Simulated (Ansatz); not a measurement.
**Evanescent states of SrTiO3 (Pm-3m, cubic perovskite, 5 atoms a cell, 12.0 Å³ an atom) along the normal of (001)**

Computed with r2SCAN (plane waves, PAW; Ansatz, a quantum-chemistry and plane-wave program).

The gap is the functional's own, uncorrected, and κ follows it; spin-orbit coupling is left out. Mid-gap means the computed energy nearest the middle.

Energies count from the valence-band top; κ is the least over a 8×8 mesh across the current.

| E (eV) | κ (1/Å) | where |
|---|---|---|
| 0.06 | 0.112 | off Γ |
| 0.18 | 0.183 | Γ |
| 0.30 | 0.198 | Γ |
| 0.42 | 0.211 | Γ |
| 0.54 | 0.222 | Γ |
| 0.66 | 0.232 | Γ |
| 0.78 | 0.241 | Γ |
| 0.90 | 0.248 | Γ |
| 1.02 | 0.255 | Γ |
| 1.14 | 0.260 | Γ |
| 1.26 | 0.265 | Γ |
| 1.38 | 0.261 | Γ |
| 1.50 | 0.248 | Γ |
| 1.62 | 0.233 | Γ |
| 1.74 | 0.215 | Γ |
| 1.86 | 0.192 | Γ |
| 1.98 | 0.163 | Γ |
| 2.10 | 0.124 | Γ |
| 2.22 | 0.057 | Γ |

Question: How thick must the barrier be to attenuate the transmission by 10^8 when the electrodes' Fermi level lies at 0.06 eV, and what attenuation does that film give at 1.50 eV?

Answer: d = 8 ln 10 / (2 × 0.112) = 82.2 Å. At 1.50 eV it gives 8 × 0.248/0.112 = 17.7 decades.
